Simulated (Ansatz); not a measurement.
Converging zone-centre phonons against the mesh: TaN (P-6m2, 2 atoms in the cell)

```
TaN
1.0
    2.94876     0.00000     0.00000
   -1.47438     2.55370     0.00000
    0.00000     0.00000     2.89885
Ta N
1 1
Cartesian
  0.00000   0.00000   1.44943
  1.47438   0.85123   0.00000
```

Computed with LDA (PW92), default PAW files made with PBE (plane waves; Ansatz, a program for electronic structure).

Base settings: basis.ecutwfc = 420 eV; kpoints.mp_grid.grid = 13 13 11; hamiltonian.xc = lda; hamiltonian.pseudopotentials = {kind: paw} (the program's default PAW files); scf.occupations.method = fermi_dirac; scf.occupations.width = 0.1 eV.

In this ladder: phonons.method = dfpt.

Frequencies are those of the unrelaxed cell, without the LO-TO term of polar crystals.

Only quantities that move along the ladder and can be compared are tabulated.

The starting cell comes from a database of computed structures (which also holds hypothetical and non-ambient phases and stackings), without a prior relaxation at this level. Its lattice was rescaled by up to half a per cent. Spin polarisation is off. In the base run, with a pressure of about -16 GPa the cell is away from its equilibrium volume at this level.

Steps (kpoints.mp_grid.grid): 4 4 3; 4 4 4; 5 5 5; 7 7 6; 8 8 7; 10 10 9; 12 12 11; 15 15 13; 19 19 17; 23 23 21; 29 29 26.

Problem. What is the coarsest kpoints.mp_grid.grid that holds the highest zone-centre frequency within 10 cm⁻¹ of the last step, with all finer ones?

Solution. 5 5 5; the step before is off by 15 cm⁻¹.

| kpoints.mp_grid.grid | highest zone-centre frequency (cm⁻¹) |
|---|---|
| 4 4 3 | 488.1 |
| 4 4 4 | 493.2 |
| 5 5 5 | 507.6 |
| 7 7 6 | 503.9 |
| 8 8 7 | 506.4 |
| 10 10 9 | 507.1 |
| 12 12 11 | 509.0 |
| 15 15 13 | 508.4 |
| 19 19 17 | 508.4 |
| 23 23 21 | 508.3 |
| 29 29 26 | 508.3 |

Keys are those of Ansatz 0.2.
